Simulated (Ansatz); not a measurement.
The parent structure is Ti in the hcp (Mg type) structure (space group P6_3/mmc, No. 194; a = 2.9364 Å, c = 4.6402 Å; relaxed with 0.1 eV smearing). Axes: x lies along a and z along c of the hexagonal cell.

Level of theory: Ansatz (a program for electronic structure), r2SCAN, PAW, cutoff 500 eV, no spin-orbit coupling.

For the base:

| Item | Value |
|---|---|
| Pressure | 0.0 GPa |

Perturbation: biaxial strain +3.00 %, plane normal [001], relaxed out of plane (Cartesian); in-plane vectors clamped, the third vector and the atoms free.

Problem. Estimate the effect on the out-of-plane strain and pressure.

Solution. The out-of-plane strain comes out as -2.29 %; the pressure (mean of the normal stresses, compression positive) goes from zero to -3.9 GPa.

Whether these cells are dynamically stable was not tested. All final runs are without spin polarisation.
